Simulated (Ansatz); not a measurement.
# Ir in the fcc (Cu type) structure (space group Fm-3m, No. 225)

```xyz
1
Lattice="0.0000 1.9152 1.9152 1.9152 0.0000 1.9152 1.9152 1.9152 0.0000" Properties=species:S:1:pos:R:3 pbc="T T T"
Ir     0.0000     0.0000     0.0000
```

The values are results of Kohn–Sham DFT with the PBEsol functional, run in Ansatz (a program for electronic structure) with PAW and 420 eV plane waves, no spin-orbit coupling, not measurements. Settings: 21×21×21 k-points, 0.05 eV Fermi–Dirac smearing.

The volume per atom comes out as 14.05 Å³ and the density is 22.72 g/cm³. The band gap is zero. The total energy is -11799.034 eV/atom (σ→0; compares only within this code and set-up).

Whether these cells are dynamically stable was not tested. All final runs are without spin polarisation.
